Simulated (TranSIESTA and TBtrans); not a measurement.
System: 2-cyano-1,4-phenylene held by thiolate S between the apex atoms of two Al(100) rods. Leads: fcc Al rod along [100], layers of 5 and 4 atoms, a = 4.04 Å. Geometry: as built, not relaxed. Transport runs along z; the first 18 and the last 18 of the 82 atoms are the lead cells, repeated to infinity.

```xyz
82
Lattice="14.897 0.000 0.000 0.000 14.897 0.000 0.000 0.000 40.336" Properties=species:S:1:pos:R:3 pbc="F F T"
Al     7.448     7.448     0.000
Al    10.305     7.448     0.000
Al     7.448    10.305     0.000
Al     4.592     7.448     0.000
Al     7.448     4.592     0.000
Al     8.877     8.877     2.020
Al     6.020     8.877     2.020
Al     8.877     6.020     2.020
Al     6.020     6.020     2.020
Al     7.448     7.448     4.040
Al    10.305     7.448     4.040
Al     7.448    10.305     4.040
Al     4.592     7.448     4.040
Al     7.448     4.592     4.040
Al     8.877     8.877     6.060
Al     6.020     8.877     6.060
Al     8.877     6.020     6.060
Al     6.020     6.020     6.060
Al     7.448     7.448     8.080
Al    10.305     7.448     8.080
Al     7.448    10.305     8.080
Al     4.592     7.448     8.080
Al     7.448     4.592     8.080
Al     8.877     8.877    10.100
Al     6.020     8.877    10.100
Al     8.877     6.020    10.100
Al     6.020     6.020    10.100
Al     7.448     7.448    12.120
Al    10.305     7.448    12.120
Al     7.448    10.305    12.120
Al     4.592     7.448    12.120
Al     7.448     4.592    12.120
Al     8.877     8.877    14.140
Al     6.020     8.877    14.140
Al     8.877     6.020    14.140
Al     6.020     6.020    14.140
Al     7.448     7.448    16.160
S      5.616     7.405    17.550
C      6.642     7.442    19.016
C      7.010     8.668    19.583
C      7.813     8.703    20.731
C      8.177     9.979    21.295
N      8.468    11.004    21.748
C      8.250     7.497    21.315
S      9.281     7.485    22.786
C      7.878     6.274    20.741
C      7.077     6.247    19.596
H      6.670     9.591    19.128
H      8.208     5.342    21.182
H      6.795     5.296    19.162
Al     7.448     7.448    24.176
Al     8.877     8.877    26.196
Al     6.020     8.877    26.196
Al     8.877     6.020    26.196
Al     6.020     6.020    26.196
Al     7.448     7.448    28.216
Al    10.305     7.448    28.216
Al     7.448    10.305    28.216
Al     4.592     7.448    28.216
Al     7.448     4.592    28.216
Al     8.877     8.877    30.236
Al     6.020     8.877    30.236
Al     8.877     6.020    30.236
Al     6.020     6.020    30.236
Al     7.448     7.448    32.256
Al    10.305     7.448    32.256
Al     7.448    10.305    32.256
Al     4.592     7.448    32.256
Al     7.448     4.592    32.256
Al     8.877     8.877    34.276
Al     6.020     8.877    34.276
Al     8.877     6.020    34.276
Al     6.020     6.020    34.276
Al     7.448     7.448    36.296
Al    10.305     7.448    36.296
Al     7.448    10.305    36.296
Al     4.592     7.448    36.296
Al     7.448     4.592    36.296
Al     8.877     8.877    38.316
Al     6.020     8.877    38.316
Al     8.877     6.020    38.316
Al     6.020     6.020    38.316
```

Run with TranSIESTA and TBtrans (open boundaries, self-consistent; PseudoDojo norm-conserving potentials, scalar-relativistic): PAO.BasisSize SZP, PAO.EnergyShift 0.15 eV, XC.Authors PBE, Mesh.Cutoff 150 Ry, ElectronicTemperature 300 K, TS.Voltage 0.0 eV, TBT.Elecs.Eta 0.001 eV, no spin polarisation.

Energies count from the leads' Fermi level. Transmissions are for one spin of a degenerate pair. The energy step is 0.02 eV; narrower resonances are cut or missed.

| E (eV) | T |
|---|---|
| -0.20 | 0.00172 |
| -0.16 | 0.00178 |
| -0.12 | 0.00200 |
| -0.08 | 0.00241 |
| -0.04 | 0.00319 |
| 0.00 | 0.00491 |
| 0.04 | 0.0134 |
| 0.08 | 0.0213 |
| 0.12 | 0.0258 |
| 0.16 | 0.0299 |
| 0.20 | 0.0343 |

Q: Give the zero-bias conductance in μS and the resistance at 300 K.

A: At the Fermi level T = 0.00491. Averaged with −∂f/∂E over the full grid (kT = 25.9 meV) it is 0.00749, well away from the value at one energy, as T changes fast within a few kT. With G0 = 2e²/h = 77.48 μS, G = 0.580 μS and R = 1/G = 1720 kΩ.

Q: Estimate the thermopower by Mott's formula S = −(π²/3)(kB²T/e) d ln T/dE from the rows at -0.04 and 0.04 eV.

A: d ln T/dE = 17.9 eV⁻¹ and (π²/3) kB²T/e = 7.33 μV/K · eV, so S = -130 μV/K; the full integral gives -110 μV/K. A negative sign means that T rises with energy over the thermal window.

Q: Estimate the current at 0.3 V in linear response, and compare with the self-consistent run.

A: I = G V = 0.580 μS × 0.3 V = 0.174 μA; the self-consistent run gives 0.191 μA, 1.10 of it. Linear response leaves out the change of T over the bias window and the shift of levels under bias.

The leads' channel count changes near 0.03 eV, within the thermal window, so values at the Fermi level hang on where that band edge falls. Semilocal functionals put molecular levels too close to the Fermi level and tend to overestimate such conductances.
